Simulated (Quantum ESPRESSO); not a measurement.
Relaxation of cell and atoms of MgSn5 (P-6m2, 6 atoms in the cell) at several settings

```
MgSn5
1.0
    3.32017     0.00000     0.00000
   -1.66009     2.87535     0.00000
    0.00000     0.00000    16.88908
Mg Sn
1 5
Cartesian
  0.00000   0.00000   0.00000
  1.66009   0.95845  14.25236
  1.66009   0.95845   2.63672
  0.00000   0.00000  11.31045
  0.00000   0.00000   5.57863
  1.66009   0.95845   8.44454
```

Base: PBEsol, SSSP 1.1.2 efficiency (PBE) pseudopotentials (Quantum ESPRESSO). Its settings: ecutwfc = 40 Ry; ecutrho = 320 Ry; occupations = smearing; smearing = mp; degauss = 0.0036749 Ry; input_dft = pbesol; potentials = {Mg: Mg.pbe-n-kjpaw_psl.0.3.0.UPF, Sn: Sn_pbe_v1.uspp.F.UPF}; K_POINTS = automatic 6 6 1 1 1 1; conv_thr = 1e-09 Ry; mixing_beta = 0.4. Starting volume 26.87 Å³ per atom.

Each line gives the change from the base single point and the result:

- calculation: scf → vc-relax; tprnfor: true → default; tstress: true → default: pressure 0.08 GPa; largest force (vector length) 0.013 eV/Å; final cell a = 3.3143 Å, b = 3.3143 Å, c = 15.9542 Å, α = 90.00°, β = 90.00°, γ = 120.00°; final volume per atom 25.29 Å³; relaxation steps 18; free energy against the base single point -17.6 meV/atom.
- calculation: scf → vc-relax; tprnfor: true → default; tstress: true → default; vdw_corr: default → grimme-d3; dftd3_version: default → 4; dftd3_threebody: default → false [DFT, PBEsol-D3(BJ), plane waves, SSSP 1.1.2 efficiency (PBE) pseudopotentials]: pressure 0.11 GPa; largest force (vector length) 0.014 eV/Å; final cell a = b = 3.2490 Å, c = 15.8367 Å, α = β = 90.00°, γ = 120.00°; final volume per atom 24.13 Å³; relaxation steps 12.

The starting cell comes from a database of computed structures (which also holds hypothetical and non-ambient phases and stackings), without a prior relaxation at this level. Without a gap this mesh is coarse (it stands for a supercell whose shortest vector is 17 Å).

Left out of this page: 1 run of the series failed or unconverged.
